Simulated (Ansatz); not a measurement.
## What 2 layers does to Re

The parent structure is Re in the hcp (Mg type) structure (space group P6_3/mmc, No. 194; a = 2.758 Å, c = 4.463 Å). Axes: x lies along a and z along c of the hexagonal cell.

Now apply this change: a free-standing slab of 2 layers (2 atoms, 1 a layer) is cut normal to the z axis, with 15 Å of vacuum and the in-plane cell held at bulk.

All numbers come from r2SCAN/PAW in Ansatz (an electronic-structure program), spin-orbit coupling left out. k-mesh 19×19×1 (Γ-centred); smearing 0.05 eV (Fermi–Dirac), for the changed cell.

```csv
quantity,base,changed,shift
layer's space group (with vacuum),–,P-3m1 (No. 164),–
shortest interatomic distance,2.741 Å,2.577 Å,-0.164 Å
band gap,zero,zero,–
excess energy per area of both faces (slab less bulk energy over the cell's area: twice a surface energy) (uncertain by up to 0.05 J/m²),–,5.49 J/m²,–
thickness between the outermost nuclei,–,2.03 Å,–
```

Final structure:

```
CELL_PARAMETERS angstrom
      2.75787     0.00000     0.00000
      1.37894     2.38839     0.00000
      0.00000     0.00000    17.23142
ATOMIC_POSITIONS crystal
  Re 0.66667 0.66667 0.44121
  Re 0.33333 0.33333 0.55879
```

The excess energy carries the mismatch between the slab's and the bulk's meshes. No phonon test of stability was made. All final runs are without spin polarisation.
